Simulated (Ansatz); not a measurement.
**How the smallest direct gap on the k points sampled of ZnS (model structure, from the NiAs type, P6₃/mmc, No. 194) moves with the method**

No measured value is used here.

| level (code) | value (eV) |
|---|---|
| LDA (Ansatz) | 1.64 |
| PBE (Ansatz) | 1.87 |
| r²SCAN (Ansatz) | 2.58 |
| PBE0 (Ansatz) | … |
| r²SCAN0 (Ansatz) | 4.27 |

Some entries are withheld; supply them.


- PBE0 (Ansatz, a quantum-chemistry and plane-wave program), value (eV): 3.79

Computed values are for a static lattice.  Values are at the PBEsol cell. Cutoffs and k meshes differ between the levels. Ansatz's density-functional and Hartree–Fock values are scalar-relativistic unless marked +SOC, with PAW data made under PBE.

A model structure was made by putting elements into a prototype or built by hand; it is no filed structure, need not be a known phase, and can be a saddle point held by its symmetry.
